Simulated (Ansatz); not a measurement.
## A computed series for SiO2: response to strain

Take SiO₂ in the rutile structure (space group P4_2/mnm, No. 136; a = 4.185 Å, c = 2.668 Å) as the base. Axes: x, y, z lie along a, b, c of the conventional cell.

Strains are applied to the cell and any free atomic positions relax; under biaxial strain the out-of-plane vector relaxes too.

Calculations: Ansatz (a first-principles code) r2SCAN, no SOC, earlier PAW set.

| biaxial strain, plane normal [001], relaxed out of plane (%) | band gap (eV) |
|---|---|
| 0 | 6.53 |
| 1.06 | 6.35 |
| 1.25 | ? |
| 4.78 | 5.86 |

Problem. Fit E_g = E₀ + Dε (ε in %) to the rows shown and predict the withheld row.

Solution. Least squares on the printed values gives E₀ = 6.52 eV, D = -138 meV per % of strain (largest residual 0.02 eV); this predicts 6.34 eV, and the run gives 6.32 eV, 0.02 lower.

Whether these cells are dynamically stable was not tested.
